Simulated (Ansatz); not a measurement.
The parent structure is MgB2 (space group P6/mmm, No. 191; a = 3.064 Å, c = 3.498 Å; relaxed with 0.1 eV smearing). Axes: x lies along a and z along c of the hexagonal cell.

The values are results of PBEsol (Ansatz, a quantum-chemistry and plane-wave program, PAW, no spin-orbit coupling), not measurements.

Strains are applied to the cell and any free atomic positions relax.

One change was made to it. Results:

| quantity | base | after |
|---|---|---|
| energy relative to the base (free energy F) | 0 meV/atom | +5.2 meV/atom |
| pressure (mean of the normal stresses, compression positive) | 0.0 GPa | 3.7 GPa |

**Question.** Which change produced these results?
A) uniaxial strain ε_xx = −2.00 %
B) uniaxial strain ε_xx = −1.00 %
C) uniaxial strain ε_xx = −1.50 %
D) uniaxial strain ε_xx = −3.00 %

**Answer.** A, uniaxial strain ε_xx = −2.00 %. For comparison, the energy relative to the base in the other runs: uniaxial strain ε_xx = −1.00 % gives +1.3 meV/atom; uniaxial strain ε_xx = −3.00 % gives +12 meV/atom; uniaxial strain ε_xx = −1.50 % gives +2.9 meV/atom.

Stability against distortions was not tested. The final runs are not spin-polarised.
